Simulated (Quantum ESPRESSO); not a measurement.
**Sensitivity of a calculation on Nb5Si3 (I4/mcm, 16 atoms in the cell) to its settings**

```cif
data_Nb20Si12
_chemical_formula_sum 'Nb20 Si12'
_space_group_name_H-M_alt 'I4/mcm'
_space_group_IT_number 140
_space_group_name_Hall '-I 4 2c'
_cell_length_a 6.60123
_cell_length_b 6.60123
_cell_length_c 11.92712
_cell_angle_alpha 90.000
_cell_angle_beta 90.000
_cell_angle_gamma 90.000
loop_
_atom_site_label
_atom_site_type_symbol
_atom_site_symmetry_multiplicity
_atom_site_Wyckoff_symbol
_atom_site_fract_x
_atom_site_fract_y
_atom_site_fract_z
_atom_site_occupancy
Nb1 Nb 16 l 0.33363 0.16637 0.14882 1
Nb2 Nb 4 c 0.00000 0.00000 0.00000 1
Si1 Si 8 h 0.12846 0.37154 0.00000 1
Si2 Si 4 a 0.00000 0.00000 0.25000 1
```
(The calculation used a cell of 16 atoms; values per cell refer to that cell.)

Base run A: LDA (PZ), GBRV 1.5 ultrasoft (LDA) pseudopotentials (Quantum ESPRESSO), self-consistent single point.

Its settings: ecutwfc = 40 Ry; ecutrho = 320 Ry; occupations = smearing; smearing = cold; degauss = 0.019992 Ry; potentials = {Nb: nb_lda_v1.uspp.F.UPF, Si: si_lda_v1.uspp.F.UPF}; K_POINTS = automatic 5 5 5 0 0 0; conv_thr = 1e-10 Ry.

The starting cell comes from a database of computed structures (which also holds hypothetical and non-ambient phases and stackings), without a prior relaxation at this level. Spin polarisation is off. In the base run, with a pressure of about -9 GPa the cell is away from its equilibrium volume at this level.

ΔF is the free energy per atom less that of run A. A dash stands where there is no value to compare (another energy zero or no entropy term, no result, no spin, no clean gap, or a mesh too coarse for one). Total energies depend on the potentials, the functional and any Hubbard or dispersion term, so they are compared only between runs that share all of them.

```json
[
 {"run": "A", "change": "base", "ΔF (meV/atom)": "0.00", "pressure (GPa)": "-8.78", "largest force (eV/Å)": "0.153", "k-points": "18"},
 {"run": "B", "change": "pseudopotentials: {Nb: nb_lda_v1.uspp.F.UPF, Si: si_lda_v1.uspp.F.UPF} → {Nb: nb_pbe_v1.uspp.F.UPF, Si: si_pbe_v1.uspp.F.UPF}; input_dft: default → blyp [BLYP]", "ΔF (meV/atom)": "–", "pressure (GPa)": "7.24", "largest force (eV/Å)": "0.165", "k-points": "18"},
 {"run": "C", "change": "degauss: 0.019992 Ry → 0.0018375 Ry", "ΔF (meV/atom)": "0.08", "pressure (GPa)": "-8.79", "largest force (eV/Å)": "0.166", "k-points": "18"},
 {"run": "D", "change": "lattice scaled by 1.015; ecutwfc: 40 Ry → 24 Ry; ecutrho: 320 Ry → 192 Ry", "ΔF (meV/atom)": "140.6", "pressure (GPa)": "-18.37", "largest force (eV/Å)": "0.165", "k-points": "18"},
 {"run": "E", "change": "K_POINTS: automatic 5 5 5 0 0 0 → automatic 1 1 1 0 0 0", "ΔF (meV/atom)": "31.5", "pressure (GPa)": "-8.46", "largest force (eV/Å)": "0.961", "k-points": "1"},
 {"run": "F", "change": "ecutwfc: 40 Ry → 36 Ry; ecutrho: 320 Ry → 288 Ry", "ΔF (meV/atom)": "0.44", "pressure (GPa)": "-8.73", "largest force (eV/Å)": "0.153", "k-points": "18"},
 {"run": "G", "change": "ecutrho: 320 Ry → 120 Ry", "ΔF (meV/atom)": "2.2", "pressure (GPa)": "-8.73", "largest force (eV/Å)": "0.153", "k-points": "18"},
 {"run": "H", "change": "nbnd: default → 109", "ΔF (meV/atom)": "0.00", "pressure (GPa)": "-8.78", "largest force (eV/Å)": "0.153", "k-points": "18"},
 {"run": "I", "change": "degauss: 0.019992 Ry → 0.002205 Ry; K_POINTS: automatic 5 5 5 0 0 0 → automatic 8 8 8 0 0 0", "ΔF (meV/atom)": "1.60", "pressure (GPa)": "-8.80", "largest force (eV/Å)": "0.165", "k-points": "59"},
 {"run": "J", "change": "conv_thr: 1e-10 Ry → 1e-05 Ry", "ΔF (meV/atom)": "0.00", "pressure (GPa)": "-8.74", "largest force (eV/Å)": "0.153", "k-points": "18"}
]
```

Run G against A: The free energy rises by 2.2 meV/atom, the pressure moves little (-8.78 to -8.73 GPa) and the largest force stays at 0.153 eV/Å.

Run E against A: The free energy rises by 31.5 meV/atom, the pressure goes from -8.78 to -8.46 GPa and the largest force goes from 0.153 to 0.961 eV/Å.

Run D against A: The free energy goes up by 141 meV/atom, the pressure goes from -8.78 to -18.37 GPa and the largest force goes from 0.153 to 0.165 eV/Å.
